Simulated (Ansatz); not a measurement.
Consider AlN in the wurtzite structure (space group P6_3mc, No. 186; a = 3.114 Å, c = 4.983 Å).

Calculations: Ansatz (a first-principles code), PBEsol, PAW, cutoff 420 eV, no spin-orbit coupling.

Before the change:

| Property | Value |
|---|---|
| Valence-band top at Γ | 0.00, -0.22, -0.22 eV |

Now apply this change: an isotropic linear strain of −1.80 %; the atoms relax in the strained cell.

How does this affect the energy relative to the base, electron mass and valence-band top at Γ?

The energy goes up by 20 meV/atom; the electron mass is 0.32 mₑ (at Γ); the valence-band top at Γ (three highest levels, from the VBM) changes from 0.00, -0.22, -0.22 eV to 0.00, -0.25, -0.25 eV.

The levels and masses belong to the bands next to the band gap. Masses are band curvatures over ±0.01 Å⁻¹ around the edge. Whether these cells are dynamically stable was not tested.
